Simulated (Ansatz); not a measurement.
Ag2O3 (Fdd2, No. 43), treated with r²SCAN-D4 in Ansatz (plane waves, PAW).

Run with plane-wave cutoff 500 eV, 12×12×12 k mesh, gaussian smearing 0.02 eV, no spin polarisation, scalar-relativistic PAW data made under PBE.

Cell (relaxed at this level):

```yaml
crystal:
  lattice:
    - [0.00000, 6.44624, 1.82316]
    - [5.23764, 0.00000, 1.82316]
    - [5.23764, 6.44624, 0.00000]
  atoms:
    - { symbol: Ag, position: [0.82211, 0.17973, 0.58477] }
    - { symbol: Ag, position: [0.17973, 0.82211, 0.41340] }
    - { symbol: Ag, position: [0.83660, 0.66523, 0.07027] }
    - { symbol: Ag, position: [0.66523, 0.83660, 0.42789] }
    - { symbol: O, position: [0.31851, 0.94836, 0.51679] }
    - { symbol: O, position: [0.94836, 0.31851, 0.21635] }
    - { symbol: O, position: [0.03365, 0.73321, 0.30164] }
    - { symbol: O, position: [0.73321, 0.03365, 0.93149] }
    - { symbol: O, position: [0.40953, 0.40953, 0.59047] }
    - { symbol: O, position: [0.65953, 0.65953, 0.84047] }
```

Give the computed band gap.


band gap: 0.74 eV (on the SCF k mesh)

Spin–orbit coupling is not included.

Computed values are for the static lattice.

Ansatz is a quantum-chemistry and plane-wave program.
